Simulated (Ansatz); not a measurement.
Lattice constant a of Ta2N (model structure, from the CdI2 type, P-3m1, No. 164) at several levels of theory

No measured value is used here.

```tsv
level (code)	value (Å)
PBE (Ansatz)	3.102
PBEsol (Ansatz)	(withheld)
PBE-D3(BJ) (Ansatz)	3.075
```

**Question.** Complete the blanks.

**Answer.** 
- PBEsol (Ansatz, a program for electronic structure), value (Å): 3.079

Density-functional levels without +SOC have no spin–orbit coupling. Ansatz's density-functional and Hartree–Fock values are scalar-relativistic unless marked +SOC, with PAW data made under PBE.

A model structure was made by putting elements into a prototype or built by hand; it is no filed structure, need not be a known phase, and can be a saddle point held by its symmetry.
